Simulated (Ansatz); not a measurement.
## Report: wurtzite BN (P6_3mc), biaxial stress in the basal plane

Cell and atoms are relaxed with PBEsol to each stress (compression positive); bands and masses by PBE, rigid bands (plane waves, PAW, scalar-relativistic; Ansatz, a first-principles code). Strains are changes of length against the unloaded cell.

```xyz
4
Lattice="2.5410 0.0000 0.0000 -1.2705 2.2006 0.0000 0.0000 0.0000 4.2033" Properties=species:S:1:pos:R:3 pbc="T T T"
B      0.0000     1.4671     0.0011
B      1.2705     0.7335     2.1028
N      0.0000     1.4671     1.5751
N      1.2705     0.7335     3.6768
```

| stress (GPa) | strain c (%) | strain basal x (%) | gap (eV) | mₑ* c | mₑ* basal x | mₕ* c | mₕ* basal x |
|---|---|---|---|---|---|---|---|
| -18.00 | -0.21 | 1.81 | 5.336 | 0.31 | 0.53 | 1.25 | 0.90 |
| -9.00 | -0.10 | 0.87 | 5.267 | 0.31 | 0.52 | 1.27 | 0.86 |
| 0 | 0 | 0 | 5.192 | 0.31 | 0.52 | 1.29 | 0.83 |
| 9.00 | 0.10 | -0.80 | 5.112 | 0.31 | 0.51 | 1.31 | 0.81 |
| 18.00 | 0.18 | -1.55 | 5.031 | 0.31 | 0.50 | 1.34 | 0.81 |

c is the normal of the loaded plane; basal y strains as basal x. Masses are conductivity masses at 300 K in electron masses.

Q: From the two loads next to zero, find the biaxial modulus and the ratio of out-of-plane to in-plane strain.

A: Between -9.00 and 9.00 GPa the strain along basal x changes by -1.67 % and that along c by 0.20 %. The modulus is 18.00/0.0167 = 1080 GPa and the ratio of the strains 0.12 (PBEsol, atoms relaxed).

Q: Is the response still linear at the largest tension?

A: The modulus predicts 1.67 % at -18.00 GPa; the table has 1.81 %, so the crystal is softer there.

Q: How fast does the gap move on either side of zero load?

A: Under tension, (5.267 − 5.192) eV over -9.00 GPa = -8 meV/GPa, or about 8.6 eV per unit strain; under compression, (5.112 − 5.192) eV over 9.00 GPa = -9 meV/GPa, or about 10 eV per unit strain. The two slopes part by 1 meV/GPa; gaps are resolved to about 0.01 eV, which allows 2 meV/GPa, so these rows don't tell them apart.

Masses are those of dilute carriers in rigid bands with one relaxation time, without polarons. Third decimals of gaps are kept for the arithmetic. Spin-orbit coupling is left out. Every relaxation keeps the wurtzite phase (space group P6_3mc under this load), so a transition, a distortion that breaks the symmetry or fracture can't show. Wurtzite isn't the common bulk form of this compound.
